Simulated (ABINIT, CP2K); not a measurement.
An ABINIT input for a self-consistent single point of Cs (Im-3m, 1 atom in the cell) (DFT, PBE, plane waves, norm-conserving pseudopotentials (PseudoDojo nc-sr-05 PBE standard)):

```
# Cs, PseudoDojo nc-sr-05 PBE standard
pp_dirpath "./"
pseudos "Cs.upf"
acell 3*1.0 Angstrom
rprim
        -3.1597500000    3.1597500000    3.1597500000
         3.1597500000   -3.1597500000    3.1597500000
         3.1597500000    3.1597500000   -3.1597500000
natom 1
ntypat 1
znucl 55
typat 1
xred    0.0000000000    0.0000000000    0.0000000000
ecut 25
occopt 3
tsmear 0.00183747
nband 10
kptopt 1
ngkpt 6 6 6
nshiftk 1
shiftk 0 0 0
nstep 50
tolvrs 1.0e-12
prtwf 0
prtden 0
enunit 1
```

Q: Give the CP2K input for the same structure, mesh, smearing and functional.

A: One input that does it (others would too):

```
&GLOBAL
  PROJECT calc
  RUN_TYPE ENERGY_FORCE
  PRINT_LEVEL LOW
&END GLOBAL
&FORCE_EVAL
  METHOD Quickstep
  STRESS_TENSOR ANALYTICAL
  &DFT
    BASIS_SET_FILE_NAME BASIS_MOLOPT
    POTENTIAL_FILE_NAME GTH_POTENTIALS
    &QS
      METHOD GPW
      EPS_DEFAULT 1E-10
    &END QS
    &MGRID
      CUTOFF 500
      REL_CUTOFF 50
      NGRIDS 5
    &END MGRID
    &SCF
      SCF_GUESS ATOMIC
      EPS_SCF 1E-6
      MAX_SCF 100
      ADDED_MOS 4
      &DIAGONALIZATION
        ALGORITHM STANDARD
      &END DIAGONALIZATION
      &MIXING
        METHOD BROYDEN_MIXING
        ALPHA 0.2
        NBUFFER 10
        BETA 1
      &END MIXING
      &SMEAR ON
        METHOD FERMI_DIRAC
        ELECTRONIC_TEMPERATURE [K] 580.23
      &END SMEAR
    &END SCF
    &KPOINTS
      SCHEME MONKHORST-PACK 6 6 6
      GAMMA_CENTERED T
    &END KPOINTS
    &XC
      &XC_FUNCTIONAL PBE
      &END XC_FUNCTIONAL
    &END XC
    &PRINT
      &MO
        EIGENVALUES T
        OCCUPATION_NUMBERS T
        NDIGITS 8
        FILENAME mo
        &EACH
          QS_SCF 0
        &END EACH
        ADD_LAST NUMERIC
      &END MO
      &MULLIKEN OFF
      &END MULLIKEN
    &END PRINT
  &END DFT
  &SUBSYS
    &CELL
      A 5.47284800 0.00000000 0.00000000
      B -1.82428300 5.15985000 0.00000000
      C -1.82428300 -2.57992500 4.46856100
      PERIODIC XYZ
    &END CELL
    &COORD
      Cs       0.00000000     0.00000000     0.00000000
    &END COORD
    &KIND Cs
      BASIS_SET DZVP-MOLOPT-SR-GTH-q9
      POTENTIAL GTH-PBE-q9
    &END KIND
  &END SUBSYS
  &PRINT
    &FORCES ON
    &END FORCES
    &STRESS_TENSOR ON
    &END STRESS_TENSOR
  &END PRINT
&END FORCE_EVAL
```

Basis, cutoffs, solver keys and any potentials are the target program's own. This input uses DFT PBE, GPW, DZVP-MOLOPT-SR-GTH basis, GTH-PBE potentials (GTH_POTENTIALS). Both were run: pressure -0.12 GPa in ABINIT and -0.04 in CP2K.

On CP2K: the starting cell comes from a database of computed structures (which also holds hypothetical and non-ambient phases and stackings), without a prior relaxation at this level. Its lattice was rescaled by a random factor within 2.5 % of one. Values carry the incompleteness of an atom-centred basis.

On ABINIT: the starting cell comes from a database of computed structures (which also holds hypothetical and non-ambient phases and stackings), without a prior relaxation at this level. Its lattice was rescaled by a random factor within 2.5 % of one.
